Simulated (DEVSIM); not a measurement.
System: Pd/HfO2/n-Ge capacitor, at 300 K.

Layer 1 from the left is HfO2, thickness (nm) 8.00. Layer 2 from the left is Ge, thickness (nm) 2400, Nd (cm⁻³) 5.9e16.

Metal gate on the left, work function 5.2 eV. Fixed charge at the semiconductor interface 0 cm⁻² (in units of +e); no interface traps.

Constants are typed, rounded textbook-type inputs, not results; the design itself was drawn at random and stands for no fabricated device. Values at 300 K.

HfO2: gap (eV) 5.7, affinity (eV) 2.5, permittivity 22. Ge: gap (eV) 0.664, affinity (eV) 4, permittivity 16, Nc (cm⁻³) 1.04e19, Nv (cm⁻³) 6e18.

Simulated with DEVSIM: 1D Poisson equation in equilibrium, Boltzmann statistics, complete ionisation; no quantum confinement or tunnelling. Metal contacts follow the ideal Schottky-Mott rule: no Fermi-level pinning, no interface dipoles.

What does the simulation give for the flat-band voltage, the threshold voltage (band bending 2φF)?

flat-band voltage 1.07 V; threshold voltage (band bending 2φF) 0.61 V.
